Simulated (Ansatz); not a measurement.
Base system: CaTiO3 in the cubic perovskite structure (space group Pm-3m, No. 221; a = 3.8410 Å; a model cell). Axes: x, y, z lie along the cube axes.

All numbers come from PBEsol in Ansatz (plane waves to 420 eV, PAW, no spin-orbit coupling).

Modification: a pure shear with ε_yz = ε_zy = 0.0394, atoms relaxed at fixed cell.

Predict the stress tensor and what it implies for the stiffness.

Stress of the strained cell less that of the base (GPa, compression positive):
```
   0.39    0.00    0.00
   0.00    0.38   -7.88
   0.00   -7.88    0.38
```

Then −Δσ/γ with γ = 2ε = 0.0788 gives secant stiffness values (nonlinear terms included at this strain): C44 ≈ 100 GPa.

As a check, the harmonic strain energy −½ V₀ Δσ:ε is 22 meV/atom; the computed energy rise is 22 meV/atom.

Stability against distortions was not tested. All final runs are without spin polarisation. Many cubic perovskites are stable only at high temperature; tilts and polar distortions were not tested.

Ansatz is an electronic-structure program.
